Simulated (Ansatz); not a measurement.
## How a calculation on LuTiGe (P4/nmm, 6 atoms in the cell) responds to its settings

```
CELL_PARAMETERS angstrom
      3.98496     0.00000     0.00000
      0.00000     3.98496     0.00000
      0.00000     0.00000     7.51818
ATOMIC_POSITIONS crystal
  Lu 0.00000 0.50000 0.34693
  Lu 0.50000 0.00000 0.65307
  Ti 0.50000 0.50000 0.00000
  Ti 0.00000 0.00000 0.00000
  Ge 0.50000 0.00000 0.25176
  Ge 0.00000 0.50000 0.74824
```
Moments meant for the start (each program seeds them in its own way; μB, in the order of the atoms Lu Lu Ti Ti Ge Ge): 0.0 0.0 1.0 1.0 0.0 0.0.

Base run A: Ansatz (a first-principles code) with PBEsol, PAW files made with PBE, self-consistent single point.

Its settings: kpoints.mp_grid.grid = 6 6 3; hamiltonian.xc = pbesol; hamiltonian.pseudopotentials = {kind: paw} (the program's default PAW files); magnetization.spin_polarized = true; scf.occupations.method = methfessel_paxton; scf.occupations.width = 0.0073 Ry.

The starting cell comes from a database of computed structures (which also holds hypothetical and non-ambient phases and stackings), without a prior relaxation at this level. The moments shrank to a small part of their start, a low-spin state that need not be the lowest. The program warned that a starting moment was not kept. In the base run, with a pressure of about -3 GPa the cell is away from its equilibrium volume at this level. Ansatz's pressure includes its estimate of the finite-basis (Pulay) stress.

ΔF is the free energy per atom less that of run A. 

Run A gave: pressure (GPa) -3.33; largest force (eV/Å) 0.281; size of the net moment (μB/atom) 0.02; TS (meV/atom) 0.2; k-points 20.

Runs:
- B: kpoints.mp_grid.grid, scf.occupations.width = 4 4 2, 0.0022 Ry
- C: kpoints.mp_grid.grid, scf.occupations.width = 4 4 2, 0.0073 Ry
- D: kpoints.mp_grid.grid, scf.occupations.width = 4 4 2, 0.022 Ry
- E: kpoints.mp_grid.grid, scf.occupations.width = 5 5 3, 0.0022 Ry
- F: kpoints.mp_grid.grid, scf.occupations.width = 5 5 3, 0.0073 Ry
- G: kpoints.mp_grid.grid, scf.occupations.width = 5 5 3, 0.022 Ry
- H: kpoints.mp_grid.grid, scf.occupations.width = 6 6 3, 0.0022 Ry
- I: kpoints.mp_grid.grid, scf.occupations.width = 6 6 3, 0.022 Ry
- J: kpoints.mp_grid.grid, scf.occupations.width = 7 7 4, 0.0022 Ry
- K: kpoints.mp_grid.grid, scf.occupations.width = 7 7 4, 0.0073 Ry
- L: kpoints.mp_grid.grid, scf.occupations.width = 7 7 4, 0.022 Ry

Task: What does run L change against A?

Result: The free energy is nearly the same (within 1 meV/atom), the pressure moves little (-3.33 to -3.34 GPa) and the largest force goes from 0.281 to 0.263 eV/Å.

Task: What does run J change against A?

Result: The free energy stays essentially unchanged (within 1 meV/atom), the pressure stays near -3.29 GPa while the zz stress (positive for compression) goes from -4.08 to -3.70 GPa and the largest force goes from 0.281 to 0.252 eV/Å.

| run | ΔF (meV/atom) | pressure (GPa) | largest force (eV/Å) | size of the net moment (μB/atom) | TS (meV/atom) | k-points |
|---|---|---|---|---|---|---|
| A | 0.00 | -3.33 | 0.281 | 0.02 | 0.2 | 20 |
| B | 8.6 | -3.50 | 0.256 | 0.17 | -0.1 | 12 |
| C | 8.9 | -3.48 | 0.259 | 0.15 | -0.3 | 12 |
| D | 6.1 | -3.50 | 0.279 | 0.00 | 3.1 | 12 |
| E | 3.1 | -3.31 | 0.259 | 0.03 | -0.1 | 12 |
| F | 3.2 | -3.31 | 0.270 | 0.00 | 0.0 | 12 |
| G | 4.0 | -3.34 | 0.282 | 0.00 | -0.6 | 12 |
| H | 0.08 | -3.31 | 0.278 | 0.00 | -0.1 | 20 |
| I | 0.88 | -3.35 | 0.273 | 0.00 | -1.0 | 20 |
| J | -0.05 | -3.29 | 0.252 | 0.00 | 0.1 | 30 |
| K | -0.11 | -3.27 | 0.258 | 0.00 | 0.1 | 30 |
| L | 0.32 | -3.34 | 0.263 | 0.00 | -1.2 | 30 |

Keys are those of Ansatz 0.2.
